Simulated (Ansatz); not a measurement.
The reference is SiSe2 (space group Ibam, No. 72; a = 6.2991 Å, b = 9.3068 Å, c = 5.8559 Å; made of chains). Axes: x, y, z lie along a, b, c of the conventional cell.

Levels (all Ansatz, a quantum-chemistry and plane-wave program, PAW, earlier PAW set): PBEsol (420 eV, spin-orbit coupling left out); HSE06 (420 eV, no SOC).

Its gap is 1.66 eV with PBEsol and 2.65 eV with HSE06.

The change: uniaxial strain ε_yy = −2.79 %, all other strain components held at zero, atoms relaxed at fixed cell.

With PBEsol the gap becomes 1.57 eV.

Question: If the HSE06 correction stayed the same, what would the HSE06 gap be, and what does the HSE06 run give?

Answer: A rigid correction of +0.99 eV gives 2.56 eV. The HSE06 run gives 2.56 eV, so the two effects roughly add.

Single points use the geometry relaxed with PBEsol. HSE06 gaps are upper bounds (no full band path). No phonon test of stability was made. No dispersion term is included in the PBEsol runs.
